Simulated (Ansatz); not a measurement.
Base system: ScCo in the CsCl type structure (space group Pm-3m, No. 221; a = 3.072 Å; not spin-polarised; relaxed with 0.1 eV smearing). Axes: x, y, z lie along the cube axes.

Calculations: PBEsol, PAW, 420 eV (Ansatz, a first-principles code; no spin-orbit coupling).

A first run, uniaxial strain ε_xx = +1.43 %, gives secant values C11 ≈ 210 GPa and C12 ≈ 88 GPa from its stress. A second run applies isotropic strain +1.70 %.

Q: What does linear elasticity predict for the bulk modulus −ΔP/(ΔV/V₀) in the second run, and what does the run give?

A: Linear elasticity: (C11 + 2 C12)/3 = 130 GPa. The run gives 120 GPa; any difference comes from nonlinear terms at these strains and numerical noise.

No phonon test of stability was made. All final runs are without spin polarisation.
